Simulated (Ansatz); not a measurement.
**Elastic constant C12 of wurtzite BN (high-pressure phase) at several levels of theory**

No measured value is used here.

Put these levels in order of the elastic constant C12 that they give for wurtzite BN (high-pressure phase), smallest first: B3LYP (VWN-RPA form) (Ansatz, a first-principles code), HSE06 (Ansatz), r²SCAN (Ansatz).

B3LYP (VWN-RPA form) (127 GPa), r²SCAN (135 GPa), HSE06 (142 GPa)

Unless a cell is named, each level is at its own relaxed cell (r²SCAN 5.90, B3LYP (VWN-RPA form) 5.93, HSE06 5.83 Å³/atom).

Each level is taken at its own relaxed cell. Cutoffs and k meshes differ between the levels. Ansatz's density-functional and Hartree–Fock values are scalar-relativistic unless marked +SOC, with PAW data made under PBE.
